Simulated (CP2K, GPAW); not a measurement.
A GPAW input for a self-consistent single point of Al2O3 (R3m, 5 atoms in the cell) (DFT LDA (Perdew-Wang 92), plane waves, GPAW PAW datasets LDA (gpaw-data 1.0.1)):

```python
from ase import Atoms
from ase.units import GPa
from gpaw import GPAW, PW

atoms = Atoms(['Al', 'Al', 'O', 'O', 'O'],
              cell=[[1.524108, 0.879944, 5.856097],
                    [-1.524108, 0.879944, 5.856097],
                    [0.000000, -1.759889, 5.856097]],
              scaled_positions=[[0.807060, 0.807060, 0.807060],
                                [0.306733, 0.306733, 0.306733],
                                [0.971820, 0.971820, 0.971820],
                                [0.417877, 0.417877, 0.417877],
                                [0.193493, 0.193493, 0.193493]],
              pbc=True)

calc = GPAW(mode=PW(900),
            xc='LDA',
            kpts=(7, 7, 7),
            occupations={'name': 'fixed-uniform'},
            nbands=-8,
            convergence={'density': 1e-05, 'energy': 1e-05, 'bands': -6},
            symmetry={'symmorphic': False, 'tolerance': 0.0005},
            maxiter=120)

atoms.calc = calc

energy = atoms.get_potential_energy()
print('Energy (eV):', round(energy, 6))
forces = atoms.get_forces()
print('Forces (eV/Ang):')
print(forces.round(5))
stress = atoms.get_stress()
print('Stress (GPa, Voigt):', (stress / GPa).round(4))
```

Question: Translate this input to CP2K.

Answer: This is the input that was run; spellings and numerical settings could be chosen otherwise.

```
&GLOBAL
  PROJECT calc
  RUN_TYPE ENERGY_FORCE
  PRINT_LEVEL MEDIUM
&END GLOBAL
&FORCE_EVAL
  METHOD Quickstep
  STRESS_TENSOR ANALYTICAL
  &DFT
    BASIS_SET_FILE_NAME BASIS_MOLOPT
    POTENTIAL_FILE_NAME GTH_POTENTIALS
    &QS
      METHOD GPW
      EPS_DEFAULT 1E-10
    &END QS
    &MGRID
      CUTOFF 450
      REL_CUTOFF 60
      NGRIDS 4
    &END MGRID
    &SCF
      SCF_GUESS ATOMIC
      EPS_SCF 1E-7
      MAX_SCF 100
      ADDED_MOS 5
      &DIAGONALIZATION
        ALGORITHM STANDARD
      &END DIAGONALIZATION
      &MIXING
        METHOD BROYDEN_MIXING
        ALPHA 0.3
        NBUFFER 8
        BETA 1.5
      &END MIXING
    &END SCF
    &KPOINTS
      SCHEME MONKHORST-PACK 7 7 7
    &END KPOINTS
    &XC
      &XC_FUNCTIONAL PADE
      &END XC_FUNCTIONAL
    &END XC
    &PRINT
      &MO
        EIGENVALUES T
        OCCUPATION_NUMBERS T
        NDIGITS 8
        FILENAME mo
        &EACH
          QS_SCF 0
        &END EACH
        ADD_LAST NUMERIC
      &END MO
      &MULLIKEN ON
      &END MULLIKEN
    &END PRINT
  &END DFT
  &SUBSYS
    &CELL
      A 6.11482500 0.00000000 0.00000000
      B 5.35506300 2.95201300 0.00000000
      C 5.35506300 1.37823600 2.61052700
      PERIODIC XYZ
    &END CELL
    &COORD
      SCALED
      Al       0.80706000     0.80706000     0.80706000
      Al       0.30673300     0.30673300     0.30673300
      O        0.97182000     0.97182000     0.97182000
      O        0.41787700     0.41787700     0.41787700
      O        0.19349300     0.19349300     0.19349300
    &END COORD
    &KIND Al
      BASIS_SET DZVP-MOLOPT-SR-GTH-q3
      POTENTIAL GTH-PADE-q3
    &END KIND
    &KIND O
      BASIS_SET DZVP-MOLOPT-SR-GTH-q6
      POTENTIAL GTH-PADE-q6
    &END KIND
  &END SUBSYS
  &PRINT
    &FORCES ON
    &END FORCES
    &STRESS_TENSOR ON
    &END STRESS_TENSOR
  &END PRINT
&END FORCE_EVAL
```

Basis settings and potentials, where a program has them, do not carry over. This input uses DFT LDA (Pade form), GPW, DZVP-MOLOPT-SR-GTH basis, GTH-PADE potentials (GTH_POTENTIALS). LDA parametrisations can differ slightly between programs.

The starting cell comes from a database of computed structures (which also holds hypothetical and non-ambient phases and stackings), without a prior relaxation at this level. Its lattice was rescaled by a random factor within 2.5 % of one.
